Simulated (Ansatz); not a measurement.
Reference: Ti$_{2}$GeC (P6_3/mmc), PBEsol, DFPT electron-phonon coupling, linearised Boltzmann equation (plane waves, PAW, scalar-relativistic; Ansatz, a quantum-chemistry and plane-wave program); geometry: relaxed with this functional, without spin-orbit coupling.

Space group P6₃/mmc (No. 194); a = b = 3.0559 Å, c = 12.8592 Å, α = β = 90.00°, γ = 120.00°

```tsv
atom	site	symmetry	x	y	z
Ti	4f	3m.	0.3333	0.6667	0.0893
Ge	2d	-6m2	0.6667	0.3333	0.2500
C	2a	-3m.	0.0000	0.0000	0.0000
```

| Quantity | Result |
|---|---|
| resistivity at 300 K | 16.5 μΩ·cm |
| mean free path at 300 K | 8.7 nm |

Problem. Replace Ge by S on the same sites and relax. What happens?

Solution. Ti$_{2}$CS (P6_3/mmc): volume per atom 13.0 to 12.1 Å³; resistivity at 300 K stays about the same (16.5 μΩ·cm to 15.4 μΩ·cm); mean free path at 300 K rises (8.7 nm to 21 nm).

Problem. Swap Ge for Cd, keeping the structure type. How do these values move?

Solution. Ti₂CdC (P6_3/mmc): volume per atom 13.0 to 14.5 Å³; resistivity at 300 K rises (16.5 μΩ·cm to 29 μΩ·cm); mean free path at 300 K stays about the same (8.7 nm to 8.4 nm).

Moves up to 18 % count as about the same. Metals; harmonic phonons alone scatter; means over directions. The mean free path is weighted by the current that each state carries. Halving the electron mesh moves these values by up to 12 %; q meshes are mostly untested. Spin-orbit coupling is left out.

Formula and space group known from diffraction (Crystallography Open Database), not checked to be the room-temperature form: Ti2CS (P6_3/mmc). Computed structure with no diffraction record at hand here (it may be known, metastable or hypothetical): Ti2CdC (P6_3/mmc), Ti2GeC (P6_3/mmc).
